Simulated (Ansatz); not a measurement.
Base system: CaSe in the rock salt structure (space group Fm-3m, No. 225).

```yaml
crystal:
  lattice:
    - [0.00000, 2.93425, 2.93425]
    - [2.93425, 0.00000, 2.93425]
    - [2.93425, 2.93425, 0.00000]
  atoms:
    - { symbol: Ca, position: [0.00000, 0.00000, 0.00000] }
    - { symbol: Se, position: [0.50000, 0.50000, 0.50000] }
```

Cartesian axes are those of the cell as printed.

All numbers come from PBEsol (Ansatz, a first-principles code; PAW; 420 eV plane waves; no spin-orbit coupling).

Base values:

| Quantity | Value |
|---|---|
| Smallest direct gap | 2.85 eV |
| Band gap | 1.88 eV |

Perturbation: compressive biaxial strain of 1.00 % in the plane normal to [001], as in epitaxy on a mismatched substrate; the out-of-plane cell vector and the atoms relax.

How does this affect the in-plane stress, ratio −ε⊥/ε∥, smallest direct gap and band gap?

The mean in-plane stress (compression positive) is +1.4 GPa; the ratio −ε⊥/ε∥ amounts to 0.32; the smallest direct gap decreases by 0.06 eV to 2.79 eV; the band gap falls by 0.05 eV, from 1.88 eV to 1.83 eV.

Semilocal Kohn–Sham gaps tend to fall short of experiment. Whether these cells are dynamically stable was not tested.
